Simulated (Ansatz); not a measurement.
bcc Ca (high-temperature phase) was calculated with BLYP (Ansatz, a program for electronic structure, plane waves, PAW).

The input as run:

Ansatz 0.2 input:
```yaml
crystal:
  lattice:
    - [-2.19, 2.19, 2.19]
    - [2.19, -2.19, 2.19]
    - [2.19, 2.19, -2.19]
  atoms:
    - { symbol: Ca, position: [0.0, 0.0, 0.0] }
basis:
  ecutwfc: 520
  ecutrho_ratio: 4
  xc_grid: 2
kpoints:
  mp_grid: { grid: [18, 18, 18] }
hamiltonian:
  xc: blyp
  dispersion: none
  pseudopotentials: { kind: paw }
scf:
  occupations: { method: fermi_dirac, width: 0.05 }
  convergence: { dr2_threshold: 0.0000000001 }
output:
  forces: false
  stress: true
  eigenvalues: true
```

From the output:

```
Crystal: 1 atoms, lattice volume = 42.014 Å³
Basis set: ecut = 520 eV, 1157 PW (Γ), exchange–correlation on 60×60×60 points (8 copies of the dense FFT grid, shifted against one another)
Bands: 9, of which v1, the nominal top of the filled ones, is band 5 counted from 1 (4 counted from 0)
Symmetry: 48 space group operations
Space group: Im-3m (ITA 229), of the structure as read, at distance tolerance 3.5e-5 Å
k-points: 195 of 5832
Functional: x = b88, c = lyp
SCF iter   1: F=—  HF=-1822.613079 eV  |F-HF|=—  |Δ(HF+E_count)|=         —  Δρ=3.18e-3  dr2=3.12e-3
SCF iter   2: F=—  HF=-1822.613520 eV  |F-HF|=—  |Δ(HF+E_count)|=   4.41e-4  Δρ=1.90e-3  dr2=1.38e-3
  ...
SCF iter   7: F=—  HF=-1822.614108 eV  |F-HF|=—  |Δ(HF+E_count)|=   2.38e-8  Δρ=8.70e-7  dr2=2.44e-10
SCF iter   8: F=-1822.614108 eV  HF=-1822.614108 eV  |F-HF|=6.28e-11  |Δ(HF+E_count)|=   1.61e-9  Δρ=1.88e-7  dr2=1.15e-11
SCF 1 converged in 8 iterations: F = -1822.614108 eV  dr2 = 1.15e-11
SCF converged after 8 iterations
Free energy (F): -1822.614108 eV
Internal energy: -1822.600568 eV  (E = F + TS)
E sigma→0 (E₀):  -1822.607338 eV
Fermi energy:    5.480725 eV
--- Stress (GPa, compression-positive) ---
        0.071391       0.000000       0.000000
       -0.000000       0.071391      -0.000000
       -0.000000      -0.000000       0.071391
  P = ⅓ Tr σ = 0.0714 GPa (0.714 kbar)
```

The PAW data were made under PBE.

Note: symmetry holds this phase in the static calculation, where it need not be a minimum. Note: cell and atoms aren't relaxed at this level.

Computing time: about 5 core-seconds (a rough figure).
